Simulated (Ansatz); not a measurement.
The reference is ZrO2 (space group P4_2/nmc, No. 137; a = 3.6208 Å, c = 5.2843 Å). Axes: x, y, z lie along a, b, c of the conventional cell.

One thing is altered: biaxial strain +3.89 %, plane normal [001], relaxed out of plane (Cartesian); in-plane vectors clamped, the third vector and the atoms free.

Levels (all Ansatz, a program for electronic structure, PAW, earlier PAW set): PBE (420 eV, no spin-orbit coupling); r2SCAN (500 eV, spin-orbit coupling left out); HSE06 (420 eV, no spin-orbit coupling); PBE+SOC (420 eV, with spin-orbit coupling).

One geometry, relaxed with PBE, under each level:

```json
[
 {"level": "PBE", "band gap": "3.31 eV", "lowest conduction level above the VBM at special points": "Γ 3.31 eV; X 3.71 eV; Z 3.84 eV; R 3.90 eV", "electron mass": "2.3 mₑ out of plane, 0.56 mₑ in plane (at Γ)", "pressure": "-119.4 kbar"},
 {"level": "r2SCAN", "band gap": "3.82 eV", "lowest conduction level above the VBM at special points": "Γ 3.82 eV; X 4.17 eV; Z 4.35 eV; R 4.37 eV", "electron mass": "–", "pressure": "-160.0 kbar"},
 {"level": "HSE06", "band gap": "4.89 eV", "lowest conduction level above the VBM at special points": "Γ 4.89 eV; X 5.29 eV; Z 5.49 eV", "electron mass": "–", "pressure": "–"},
 {"level": "PBE+SOC", "band gap": "3.31 eV", "lowest conduction level above the VBM at special points": "Γ 3.31 eV; X 3.71 eV; Z 3.85 eV; R 3.89 eV", "electron mass": "2.3 mₑ out of plane, 0.56 mₑ in plane (at Γ)", "pressure": "-119.5 kbar"}
]
```

Single points use the geometry relaxed with PBE. Their cutoffs differ, which shifts pressures a little. HSE06 was sampled on its mesh, a few special points and the semilocal edge points, so its gap is an upper bound. Differences between runs with and without spin-orbit coupling are approximate. Masses are band curvatures over ±0.01 Å⁻¹ around the edge. Stability against distortions was not tested. This is not the structure that ZrO2 has at room temperature and ambient pressure.
